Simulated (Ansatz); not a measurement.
# A computed series for TiSi2: response to strain

Base system: TiSi2 (space group Fddd, No. 70; a = 4.779 Å, b = 8.230 Å, c = 8.521 Å). Axes: x, y, z lie along a, b, c of the conventional cell.

Strains are applied to the cell and any free atomic positions relax; under biaxial strain the out-of-plane vector relaxes too.

The values are results of r2SCAN, PAW, 500 eV (Ansatz, a first-principles code; no spin-orbit coupling), not measurements.

Candidates:
(a) uniaxial strain ε_zz = −0.66 %
(b) uniaxial strain ε_yy = −1.61 %
(c) tensor shear ε_xz = +1.26 %
(d) isotropic strain −2.69 %
(e) biaxial strain −2.91 %, plane normal [001], relaxed out of plane

Notes on the quantities. energy relative to the base: free energy F.

Question: Order them by energy relative to the base, lowest first.

Answer: (a) uniaxial strain ε_zz = −0.66 % (+0.8 meV/atom), (c) tensor shear ε_xz = +1.26 % (+3.1 meV/atom), (b) uniaxial strain ε_yy = −1.61 % (+3.9 meV/atom), (e) biaxial strain −2.91 %, plane normal [001], relaxed out of plane (+28 meV/atom), (d) isotropic strain −2.69 % (+47 meV/atom)

Without a gap, meshes like the base's 13×13×13 leave anisotropic stresses uncertain by several tenths of a GPa, and small strain energies with them. Stability against distortions was not tested. The final runs are not spin-polarised.
